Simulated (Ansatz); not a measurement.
A constructed model of the (0001) surface of hcp Hf, a layer of Ti in place of the second plane (bottom of the slab: a bare face, its two planes held)

The numbers are results of PBE (plane waves to 420 eV, PAW; Ansatz, an electronic-structure program), not measurements.

Set-up: 6 atoms, 12.5 Å thick at the start; mesh 13x13x1; 0.1 eV smearing; dipole correction on; 2 atoms held, the rest relaxed; start symmetry kept, larger cells not searched; no spin, no spin-orbit, no U. It is one candidate, not shown to be the stable structure of the face.

| Item | Value |
|---|---|
| work function of the top face | 4.27 eV |
| energy released by relaxation | 0.12 eV |
| cost | very roughly 2.4 core-minutes |
